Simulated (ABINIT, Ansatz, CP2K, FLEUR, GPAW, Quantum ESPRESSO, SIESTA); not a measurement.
## One structure in several programs: WS2 (P6_3/mmc, 6 atoms in the cell)

Self-consistent single point.

```
WS2
1.0
    3.23485     0.00000     0.00000
   -1.61742     2.80146     0.00000
    0.00000     0.00000    13.18464
W S
2 4
Direct
  0.33333   0.66667   0.25000
  0.66667   0.33333   0.75000
  0.33333   0.66667   0.62980
  0.66667   0.33333   0.37020
  0.66667   0.33333   0.12980
  0.33333   0.66667   0.87020
```

All programs got the same cell, k-point mesh and kind of occupations (some realise fixed ones as a very narrow smearing) (in Ansatz's words: kpoints.mp_grid.grid = 8 8 2; scf.occupations.method = fixed); potentials, basis and cutoffs are each program's usual ones.

| code | model | pressure (GPa) | largest force (eV/Å) | k-points | cutoff |
|---|---|---|---|---|---|
| SIESTA | GGA PBE, numerical atomic orbitals DZP, PseudoDojo PBE standard norm-conserving potentials (rewritten from UPF to PSML) | -4.31 | 0.260 | 77 | grid 350 Ry |
| Quantum ESPRESSO | PBE, PseudoDojo standard norm-conserving (PBE) pseudopotentials | -4.88 | 0.581 | 20 | 75 Ry |
| Ansatz | PBE, PAW files | -4.91 | 0.586 | 20 | 420 eV |
| GPAW | PBE, GPAW PAW datasets PBE (gpaw-data 1.0.1) | -4.90 | 0.570 | 20 | 600 eV |
| ABINIT | PBE, PAW (JTH v2.0 PBE PAW) | -4.98 | 0.572 | 20 | 21 Ha |
| CP2K | PBE, GPW, DZVP-MOLOPT-SR-GTH basis, GTH-PBE potentials (GTH_POTENTIALS) | -5.85 | 0.652 | 68 | grid 500 Ry |
| FLEUR | PBE, all-electron FLAPW (FLEUR), scalar-relativistic valence | – | 0.557 | 20 | Kmax 3.9 1/bohr |

A dash marks a value that a program does not give, or that is left out as unsure.

The spread over the programs that give each value: pressure within 1.54 GPa; largest force within 0.392 eV/Å.

The starting cell comes from a database of computed structures (which also holds hypothetical and non-ambient phases and stackings), without a prior relaxation at this level. Its lattice was rescaled by a random factor within 2.5 % of one. On Ansatz's run: Spin-orbit coupling is off. Spin polarisation is off. In the base run, with a pressure of about -5 GPa the cell is away from its equilibrium volume at this level.

Why do the programs differ, and what cannot be compared?

Differences of this kind can come from the potentials, where these differ, and from what each basis and cutoff leave unconverged. The zero of total energies and Fermi levels follows the potentials and each program's conventions, so they are not compared here. SIESTA and CP2K use small atom-centred bases, whose incompleteness enters pressures, forces and empty levels differently from a plane-wave cutoff. FLEUR treats all electrons, but the usual bases taken here (sphere radii, linearisation, local orbitals, empty states) were not tested for convergence, so the values are no reference for the others. Ansatz's pressure is given at a fixed set of plane waves, as the other plane-wave codes print theirs; with its correction for the finite basis it is -4.87 GPa. The programs reduce the same mesh by symmetry to different extents, which changes the work and not the result. In the force vectors, SIESTA (by 0.317) lies more than 0.08 eV/Å from the median of the plane-wave programs.

This mesh misses zone-boundary points where a band edge of such crystals can lie, so no gaps are given.

Left out of this page: Elk (not drawn, or without a comparable value).

Ansatz is a first-principles code.

Keys are those of Ansatz 0.2.
